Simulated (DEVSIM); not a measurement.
System: Ru/SiON/n-Si capacitor, at 250 K.

| layer (left to right) | material | thickness (nm) | Nd (cm⁻³) |
|---|---|---|---|
| 1 | SiON | 2.60 | - |
| 2 | Si | 470 | 1.5e18 |

Metal gate on the left, work function 4.7 eV. Fixed charge at the semiconductor interface 0 cm⁻² (in units of +e); no interface traps.

The device is made up for the run: typed textbook-type constants, with dimensions and the other settings drawn at random. Values at 300 K; Nc and Nv go as T^1.5, mobilities as T to minus their exponent, the gap by Varshni's rule with the affinity fixed.

| parameter | SiON | Si |
|---|---|---|
| gap (eV) | 7 | 1.124 |
| affinity (eV) | 1.4 | 4.05 |
| permittivity | 5.5 | 11.7 |
| Nc (cm⁻³) | - | 2.86e19 |
| Nv (cm⁻³) | - | 3.1e19 |
| Varshni α (eV/K) | - | 0.000473 |
| Varshni β (K) | - | 636 |

Model (solved in DEVSIM): 1D Poisson equation in equilibrium, Boltzmann statistics, complete ionisation; no quantum confinement or tunnelling. Metal contacts follow the ideal Schottky-Mott rule: no Fermi-level pinning, no interface dipoles.

### Question
Tabulate band edges, carrier densities and field at -0.2 V on the gate.

### Answer
Energies count from the Fermi level of the right contact; mesh points crowd at the junctions.

```tsv
x (μm)	Ec (eV)	Ev (eV)	n (cm⁻³)	p (cm⁻³)	field (V/cm)
0.000	3.500	-3.500	< 1e2	< 1e2	-1000000
0.0006946	3.429	-3.571	< 1e2	< 1e2	-1000000
0.001343	3.362	-3.638	< 1e2	< 1e2	-1000000
0.002063	3.288	-3.712	< 1e2	< 1e2	-1000000
0.002961	0.565	-0.571	8.7e7	7.4e7	-480000
0.004054	0.515	-0.621	9.0e8	7100000	-450000
0.006082	0.429	-0.708	5.0e10	130000	-400000
0.01120	0.253	-0.883	1.7e14	< 1e2	-280000
0.01818	0.111	-1.025	1.3e17	< 1e2	-120000
0.03115	0.059	-1.077	1.4e18	< 1e2	-3700
0.05242	0.058	-1.079	1.5e18	< 1e2	≈ 0
0.1085	0.058	-1.079	1.5e18	< 1e2	≈ 0
0.1914	0.058	-1.079	1.5e18	< 1e2	≈ 0
0.2994	0.058	-1.079	1.5e18	< 1e2	≈ 0
0.3908	0.058	-1.079	1.5e18	< 1e2	≈ 0
0.4270	0.058	-1.079	1.5e18	< 1e2	≈ 0
0.4465	0.058	-1.079	1.5e18	< 1e2	≈ 0
0.4584	0.058	-1.079	1.5e18	< 1e2	≈ 0
0.4664	0.058	-1.079	1.5e18	< 1e2	≈ 0
0.4695	0.058	-1.079	1.5e18	< 1e2	≈ 0
0.4714	0.058	-1.079	1.5e18	< 1e2	≈ 0
0.4726	0.058	-1.079	1.5e18	< 1e2	≈ 0
```
